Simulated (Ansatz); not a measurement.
Defect migration in wurtzite AlN: interstitial Mg, charge state +2. The step: a concerted move, in which Mg travels most; the atom moves 1.89 Å along (0.62, 0.25, 0.16) of the unit cell; at the end the Mg atom holds a host Al site and a host atom stands off its site; the moving atom starts with neighbours 3 Al at 2.30, 3 Al at 2.52; 3 N at 2.01, 3 N at 2.32 Å and ends with Al at 2.39; N at 1.87, 2 N at 2.00, N at 2.25 Å. DFT values are from Ansatz (plane-wave PAW, 420 eV unless said) in a cell of 72 host sites, spin-restricted, static, with no finite-size correction. The charge state is imposed; whether it is stable for some Fermi level was not computed. Sites that were not tried may lie lower. For the PBE band: the saddle point's order was not checked.

```
Level                                                                      Forward barrier (eV)  Cost of the band or of the saddle's single point
-------------------------------------------------------------------------  --------------------  ------------------------------------------------
CHGNet universal potential (has no charge state), its own band                             0.97                                                 -
PBE, the Γ point alone, band relaxed                                                       2.00                     around 5 core-minutes (rough)
PBE, a 2×2×2 k-point mesh shifted by half a step along c, same geometries                  2.03                    around 50 core-seconds (rough)
r2SCAN at 500 eV, the Γ point alone, same geometries                                        [?]                      very roughly 30 core-seconds
```

Complete the blanks.


- r2SCAN at 500 eV, the Γ point alone, same geometries, Forward barrier (eV): 2.14

Ansatz is a program for electronic structure.
